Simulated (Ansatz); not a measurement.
Mo₃Os (Pm-3n, No. 223, 8 atoms in the cell; start mp-801), treated with PBEsol (plane waves, PAW; Ansatz, an electronic-structure program).

Run with plane-wave cutoff 520 eV, 12×12×12 k mesh, Fermi–Dirac smearing 0.05 eV, no spin polarisation, scalar-relativistic PAW data made under PBE.

Cell (relaxed at this level):

Space group Pm-3n (No. 223); a = b = c = 4.942 Å, α = β = γ = 90.00°

| atom | site | symmetry | x | y | z |
|---|---|---|---|---|---|
| Mo | 6c | -4m.2 | 0.0000 | 0.5000 | 0.2500 |
| Os | 2a | m-3. | 0.0000 | 0.0000 | 0.0000 |

Question: Give the computed bulk modulus.

Answer: 
* **bulk modulus**: 310 GPa

Note: the run has no spin polarisation, so it can have missed a magnetic state; the bulk modulus is −V dP/dV from two relaxed cells at ±2 % in volume; the relaxation could not lower the start's symmetry, so the cell can be a saddle point above a distorted one.

Spin–orbit coupling is not included.

The computed numbers hold no vibrational or temperature effects.

It cost very roughly 120 core-seconds of CPU time.

A start named mp-… is a Materials Project structure, which need not be a measured phase.
